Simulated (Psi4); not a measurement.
Psi4 1.11, unrestricted PBE0/def2-svpd: Pt(F)6 ([F][Pt]([F])([F])([F])([F])[F]), charge 0, multiplicity 3, 7 atoms. The geometry is a generated start, not checked to be a minimum at this level.

| Property | Value |
|---|---|
| task | energy |
| method | pbe0 |
| basis | def2-svpd |
| memory | 3 GB |
| maxiter | 100 |
| keys of the molecule block | symmetry c1 |
| scf_type | df (default) |
| guess | auto, which took SAD (default) |
| scf_initial_accelerator | adiis (default) |
| e_convergence | 1e-06 (default) |
| d_convergence | 1e-06 (default) |
| dft_radial_points | 75 (default) |
| dft_spherical_points | 302 (default) |
| effective core potentials | those of the basis set, past Kr |
| basis functions | 173 |
| grid points | 152543 |

```xyz
7

Pt    -0.0005    -0.0002     0.0010
F     -0.7961     1.6780    -0.2543
F      1.4988     0.8222     0.7665
F      0.7953     0.1276    -1.6947
F     -0.7995    -0.1247     1.6969
F     -1.4976    -0.8224    -0.7660
F      0.7995    -1.6804     0.2506
```

Charge 0 and multiplicity 3 are set for this test and not shown to be the ground state.

One run each on 2 threads. Values of diis_max_vecs tried: 3, 6, 10 (default), 20.

Q: Which value of diis_max_vecs needs the fewest SCF iterations, and what happens away from it?

A: Fewest SCF iterations: 20 with 24. The count rises to 100 at 3. All converge to one solution.

| diis_max_vecs | SCF iterations | end |
|---|---|---|
| 3 | 100 | same solution |
| 6 | 46 | same solution |
| 10 (default) | 31 | same solution |
| 20 | 24 | same solution |
